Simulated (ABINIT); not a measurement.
A self-consistent single point of Hf₃Pt (P6_3/mmc, 8 atoms in the cell) with ABINIT.

Method of the run: PBEsol, PAW (JTH v2.0 PBE PAW, files made for PBE) (plane waves; ABINIT 10.0.3).

The change in words: lattice scaled by 0.98. Reference geometry:
```
Hf3Pt
1.0
    5.98855     0.00000     0.00000
   -2.99428     5.18624     0.00000
    0.00000     0.00000     5.13953
Hf Pt
6 2
Direct
  0.34345   0.17172   0.75000
  0.65655   0.82827   0.25000
  0.17172   0.34345   0.25000
  0.82827   0.65655   0.75000
  0.82827   0.17172   0.75000
  0.17172   0.82827   0.25000
  0.66667   0.33333   0.25000
  0.33333   0.66667   0.75000
```

Reference input (self-consistent single point, DFT, PBEsol, plane waves, PAW (JTH v2.0 PBE PAW, files made for PBE)): pseudos = [Hf.GGA_PBE-JTH.xml, Pt.GGA_PBE-JTH.xml]; ecut = 21 Ha; pawecutdg = 42 Ha; pawxcdev = 0; ixc = -116133; occopt = 7; tsmear = 0.00367493 Ha; ngkpt = 4 4 4; nshiftk = 1; shiftk = 0 0 0; potentials = JTH v2.0 PBE PAW; nband = 58. This run's input differs from it in these lines:

```diff
@@ -3,6 +3,6 @@
 pseudos "Hf.GGA_PBE-JTH.xml, Pt.GGA_PBE-JTH.xml"
-acell 11.3167189125 11.3167189125 9.7123041093
+acell 11.0903842287 11.0903842287 9.5180572712
 rprim
-         1.0000000000    0.0000000097    0.0000000000
-        -0.5000000084    0.8660253990    0.0000000000
+         1.0000000000    0.0000000587    0.0000000000
+        -0.5000000508    0.8660253745    0.0000000000
          0.0000000000    0.0000000000    1.0000000000
```

Output (repeated stretches shortened):

```
--- !BeginCycle
solver: {iscf: 17, nstep: 80, nline: 4, wfoptalg: 10, }
tolerances: {toldfe: 1.00E-09, }
...

     iter   Etot(hartree)      deltaE(h)  residm     nres2
 ETOT  1  -350.42547683312    -3.504E+02 2.344E+00 6.745E+01
 ETOT  2  -355.18910893816    -4.764E+00 4.225E-02 7.564E+01
 ETOT  3  -354.75687279466     4.322E-01 1.377E-02 6.418E+00
 ETOT  4  -354.78312897077    -2.626E-02 8.472E-03 1.189E+00
 ETOT  5  -354.78726704091    -4.138E-03 7.701E-03 2.313E+00
   [... 11 lines left out ...]
 ETOT 17  -354.78347717034     1.182E-09 2.510E-04 1.355E-07
 ETOT 18  -354.78347717221    -1.873E-09 3.109E-04 1.100E-07
 ETOT 19  -354.78347717208     1.337E-10 2.250E-04 1.886E-08
 ETOT 20  -354.78347717206     1.182E-11 3.226E-04 9.499E-09
 At SCF step   20, etot is converged :
  for the second time, diff in etot=  1.182E-11 < toldfe=  1.000E-09

 Cartesian components of stress tensor (hartree/bohr^3)
  sigma(1 1)= -1.20598319E-04  sigma(3 2)=  0.00000000E+00
  sigma(2 2)= -1.20598328E-04  sigma(3 1)=  0.00000000E+00
  sigma(3 3)= -8.10684035E-05  sigma(2 1)= -2.28483330E-12

 ----iterations are completed or convergence reached----

 reduced coordinates (array xred) for    8 atoms
       0.343450000000      0.171725000000      0.750000000000
       0.656550000000      0.828275000000      0.250000000000
       0.171725000000      0.343450000000      0.250000000000
       0.828275000000      0.656550000000      0.750000000000
       0.828275000000      0.171725000000      0.750000000000
       0.171725000000      0.828275000000      0.250000000000
   [... lines left out ...]
 Fermi (or HOMO) energy (hartree) =   0.00980   Average Vxc (hartree)=  -0.44675
   [... lines left out ...]
'-kT*entropy'       : -1.23453543111561E-03
total_energy        : -3.54783343775442E+02
total_energy_eV     : -9.65414575460791E+03
...

-Cartesian components of stress tensor (GPa)         [Pressure=  3.1605E+00 GPa]
- sigma(1 1)= -3.54812446E+00  sigma(3 2)=  0.00000000E+00
- sigma(2 2)= -3.54812470E+00  sigma(3 1)=  0.00000000E+00
- sigma(3 3)= -2.38511437E+00  sigma(2 1)= -6.72221052E-08

 Calculation completed.
```

The run converged in 20 iterations. Against the reference run the free energy falls by 9.0 meV/atom, the pressure goes from -5.75 to 3.16 GPa and the largest force goes from 0.014 to 0.040 eV/Å.

The starting cell comes from a database of computed structures (which also holds hypothetical and non-ambient phases and stackings), without a prior relaxation at this level. For this run, on top of that: lattice scaled by 0.98. Spin polarisation is off. The potentials were made for another functional than the one used. With a pressure of about 3 GPa the cell is away from its equilibrium volume at this level.

Cost on one core of a shared machine: roughly 8 min.
